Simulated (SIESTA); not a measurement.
SIESTA run on Sb (R-3m, 2 atoms in the cell): self-consistent single point.

Computed with GGA PBEsol, numerical atomic orbitals TZP, PseudoDojo PBEsol standard norm-conserving potentials (rewritten from UPF to PSML) run with SIESTA.

```xyz
2
Lattice="2.1599 1.2470 3.7996 -2.1599 1.2470 3.7996 0.0000 -2.4940 3.7996" Properties=species:S:1:pos:R:3 pbc="T T T"
Sb     0.0000     0.0000     3.0579
Sb     0.0000     0.0000     8.3410
```

Reference input (self-consistent single point, DFT, GGA PBE, numerical atomic orbitals TZP, PseudoDojo PBE standard norm-conserving potentials (rewritten from UPF to PSML)): XC.functional = GGA; XC.authors = PBE; potentials = PseudoDojo PBE standard; PAO.BasisSize = TZP; PAO.EnergyShift = 0.01 Ry; MeshCutoff = 300 Ry; kgrid.MonkhorstPack = 6 6 6; OccupationFunction = FD; ElectronicTemperature = 0.1 eV; MaxSCFIterations = 150; SCF.Mixer.Method = Pulay; SCF.Mixer.Weight = 0.1. This run's input differs from it in these lines:

```diff
@@ -1,2 +1,2 @@
-# files in the folder: Sb.psml (PseudoDojo PBE standard)
+# files in the folder: Sb.psml (PseudoDojo PBEsol standard)
 SystemName  Sb
@@ -22,3 +22,3 @@
 XC.functional                GGA
-XC.authors                   PBE
+XC.authors                   PBEsol
 PAO.BasisSize                TZP
```

Log, with long lists cut:

```
        iscf     Eharris(eV)        E_KS(eV)     FreeEng(eV)     dDmax    Ef(eV) dHmax(eV)
   scf:    1    -4939.570448    -4937.423620    -4937.433286  1.102025 -2.896182  2.876424
   scf:    2    -4937.536503    -4937.480814    -4937.490345  0.014140 -2.939085  2.476463
   scf:    3    -4937.732191    -4937.629665    -4937.638325  0.070196 -3.202465  0.158335
   scf:    4    -4937.633352    -4937.632037    -4937.640650  0.010728 -3.221983  0.122140
   scf:    5    -4937.632376    -4937.632299    -4937.640970  0.004194 -3.202742  0.041818
   scf:    6    -4937.632362    -4937.632337    -4937.641024  0.001502 -3.203382  0.001388
   scf:    7    -4937.632337    -4937.632337    -4937.641024  0.000021 -3.203434  0.001934
   scf:    8    -4937.632336    -4937.632336    -4937.641024  0.000047 -3.203297  0.000121
SCF Convergence by DM+H criterion
max |DM_out - DM_in|         :     0.0000473420
max |H_out - H_in|      (eV) :     0.0001212683
SCF cycle converged after 8 iterations

Using DM_out to compute the final energy and forces

siesta: E_KS(eV) =            -4937.6323

siesta: E_KS - E_eggbox =     -4937.6323

siesta: Atomic forces (eV/Ang):
     1    0.000000    0.000000   -0.486583
     2    0.000000    0.000000    0.486583
   Tot    0.000000    0.000000   -0.000000
   Max    0.486583
   Res    0.280929    sqrt( Sum f_i^2 / 3N )
   Max    0.486583    constrained

Stress tensor Voigt[x,y,z,yz,xz,xy] (kbar):       -2.75       -2.75       -4.92       -0.00       -0.00       -0.00
(Free)E + p*V (eV/cell)    -4937.5080
Target enthalpy (eV/cell)    -4937.6410

siesta: Program's energy decomposition (eV):
siesta: FreeEng =     -4937.641024

   [... lines left out ...]
siesta:    -0.001716    0.000000   -0.000000
siesta:    -0.000000   -0.001716   -0.000000
siesta:    -0.000000   -0.000000   -0.003068

siesta: Cell volume =         61.402337 Ang**3

siesta: Pressure (static):
siesta:                Solid            Molecule  Units
siesta:           0.00002360         -0.00012840  Ry/Bohr**3
siesta:           0.00216667         -0.01178878  eV/Ang**3
siesta:           3.47138897        -18.88770255  kBar
```

The run converged in 8 iterations. Against the reference run the pressure goes from 3.00 to 0.35 GPa and the largest force goes from 0.550 to 0.487 eV/Å.

The starting cell comes from a database of computed structures (which also holds hypothetical and non-ambient phases and stackings), without a prior relaxation at this level. Its lattice was rescaled by a random factor within 2.5 % of one. Values carry the incompleteness of an atom-centred basis.
